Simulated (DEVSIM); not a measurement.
System: Cr/La2O3/n-Si capacitor, at 300 K.

```csv
layer (left to right),material,thickness (nm),Nd (cm⁻³)
1,La2O3,14.0,-
2,Si,7100,6.6e15
```

Metal gate on the left, work function 4.5 eV. Fixed charge at the semiconductor interface 2e12 cm⁻² (in units of +e); no interface traps.

Constants are typed, rounded textbook-type inputs, not results; the design itself was drawn at random and stands for no fabricated device. Values at 300 K.

```csv
parameter,La2O3,Si
gap (eV),5.8,1.124
affinity (eV),1.8,4.05
permittivity,27,11.7
Nc (cm⁻³),-,2.86e19
Nv (cm⁻³),-,3.1e19
```

Simulated with DEVSIM: 1D Poisson equation in equilibrium, Boltzmann statistics, complete ionisation; no quantum confinement or tunnelling. Metal contacts follow the ideal Schottky-Mott rule: no Fermi-level pinning, no interface dipoles.

The substrate doping was swept, all else fixed.

```json
[
 {"substrate doping (cm^-3)": "3.3e14", "minimum of the low-frequency capacitance (μF/cm²)": "0.00837", "flat-band voltage (V)": "-0.03", "threshold voltage (band bending 2φF) (V)": "-0.57"},
 {"substrate doping (cm^-3)": "6.6e14", "minimum of the low-frequency capacitance (μF/cm²)": "0.0112", "flat-band voltage (V)": "-0.01", "threshold voltage (band bending 2φF) (V)": "-0.59"},
 {"substrate doping (cm^-3)": "1.3e15", "minimum of the low-frequency capacitance (μF/cm²)": "[?]", "flat-band voltage (V)": "0.00", "threshold voltage (band bending 2φF) (V)": "[?]"},
 {"substrate doping (cm^-3)": "3.3e15", "minimum of the low-frequency capacitance (μF/cm²)": "0.0235", "flat-band voltage (V)": "0.03", "threshold voltage (band bending 2φF) (V)": "-0.64"},
 {"substrate doping (cm^-3)": "6.6e15", "minimum of the low-frequency capacitance (μF/cm²)": "0.0320", "flat-band voltage (V)": "0.05", "threshold voltage (band bending 2φF) (V)": "-0.67"},
 {"substrate doping (cm^-3)": "1.3e16", "minimum of the low-frequency capacitance (μF/cm²)": "0.0423", "flat-band voltage (V)": "0.06", "threshold voltage (band bending 2φF) (V)": "-0.69"}
]
```

### Question
What belongs in the gaps?

### Answer

- 1.3e15, minimum of the low-frequency capacitance (μF/cm²): 0.0152
- 1.3e15, threshold voltage (band bending 2φF) (V): -0.61
